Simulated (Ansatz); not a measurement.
By PBEsol, the system below comes out a metal.

The ballistic (Sharvin) conductance counts the channels at the Fermi level: G/A = (e²/h) × channels of both spins per area.

```
ZrN
1.0
    3.17969     0.00000     0.00000
    0.00000     4.49676     0.00000
    1.58984     2.24838     1.58984
Zr N
1 1
Direct
  0.00000   0.50000   0.00000
  0.00000   0.00000   0.00000
```

The cell is strained (all lengths scaled by 0.98); by PBEsol it stands under a pressure of 10.7 GPa.

The current flows along the normal of the first two printed cell vectors, the (110) plane of the conventional cell. No spin-orbit coupling; the value is a mean over 0.1 eV about the Fermi level.

Problem. State the ballistic conductance per area according to PBEsol run with Ansatz (a program for electronic structure).

Solution. 1.2 × 10¹⁵ S/m² for both spins.
